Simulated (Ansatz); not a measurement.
We consider CaZrN2 (R-3m, No. 166, 4 atoms in the cell; start mp-1029267), described by r²SCAN in Ansatz (plane waves, PAW).

Run with plane-wave cutoff 560 eV, 12×12×12 k mesh, Fermi–Dirac smearing 0.01 eV, scalar-relativistic PAW data made under PBE.

Cell (relaxed at this level):

Space group R-3m, hexagonal axes (No. 166); a = 3.310 Å, b = 3.310 Å, c = 16.790 Å, α = 90.00°, β = 90.00°, γ = 120.00°

```json
[
 {"atom": "Ca", "site": "3a", "symmetry": "-3m", "x": "0.0000", "y": "0.0000", "z": "0.0000"},
 {"atom": "Zr", "site": "3b", "symmetry": "-3m", "x": "0.0000", "y": "0.0000", "z": "0.5000"},
 {"atom": "N", "site": "6c", "symmetry": "3m", "x": "0.0000", "y": "0.0000", "z": "0.2383"}
]
```
(The calculation used a cell of 4 atoms; values per cell refer to that cell.)

Problem. Give the computed band gap, smallest direct gap on the k points sampled and Γ–Γ gap.

Solution. 
* **band gap**: 0.83 eV
* **smallest direct gap on the k points sampled**: 1.47 eV
* **Γ–Γ gap**: 3.01 eV

Spin–orbit coupling is not included.

The computed numbers hold no vibrational or temperature effects.

Computing time: roughly 15 core-seconds.

A start named mp-… is a Materials Project structure, which need not be a measured phase.

Ansatz is a first-principles code.
